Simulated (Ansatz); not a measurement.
# CdTe: response to strain

The reference is CdTe in the zinc blende structure (space group F-43m, No. 216; a = 6.558 Å). Axes: x, y, z lie along the cube axes.

Strains are applied to the cell and any free atomic positions relax; under biaxial strain the out-of-plane vector relaxes too.

Calculations: r2SCAN (Ansatz, an electronic-structure program; PAW; 500 eV plane waves; spin-orbit coupling left out).

Notes on the quantities. energy relative to the base: free energy F.

```csv
"biaxial strain, plane normal [001], relaxed out of plane (%)",energy relative to the base (meV/atom)
-3,8.4
-2.5,5.7
-2,3.6
-1.5,2.0
-1,?
-0.5,0.2
0,0.0
```

Question: Fit ΔE = Aε² + Bε³ (ε in %) to the rows shown and predict the withheld row.

Answer: Least squares on the printed values gives A = 0.831 and B = -0.034 meV/atom (largest residual 0.0 meV/atom); this predicts 0.9 meV/atom, and the run gives 0.9 meV/atom, in agreement.

No phonon test of stability was made.
